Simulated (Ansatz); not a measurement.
Results of r²SCAN+SOC (Ansatz, a program for electronic structure, PAW) for PbS (model structure, started from the zincblende type, F-43m, No. 216, 2 atoms in the cell).

Numerical settings: plane-wave cutoff 560 eV, 10×10×10 k mesh, Fermi–Dirac smearing 0.01 eV, PAW data made under PBE.

Cell (relaxed with PBEsol):

```yaml
crystal:
  lattice:
    - [0.00000, 3.27151, 3.27151]
    - [3.27151, 0.00000, 3.27151]
    - [3.27151, 3.27151, 0.00000]
  atoms:
    - { symbol: S, position: [0.75000, 0.75000, 0.75000] }
    - { symbol: Pb, position: [0.00000, 0.00000, 0.00000] }
```

Task: What does this level give for the band gap, smallest direct gap on the k points sampled and Γ–Γ gap?

Result: 
* **band gap**: 0.77 eV (indirect)
* **smallest direct gap on the k points sampled**: 1.29 eV
* **Γ–Γ gap**: 3.37 eV

Note: the relaxation could raise the start's symmetry but not lower it, so the cell can be a saddle point; cell and atoms aren't relaxed at this level (pressure 1.0 GPa).

A model structure was made by putting elements into a prototype or built by hand; it is no filed structure, need not be a known phase, and can be a saddle point held by its symmetry.
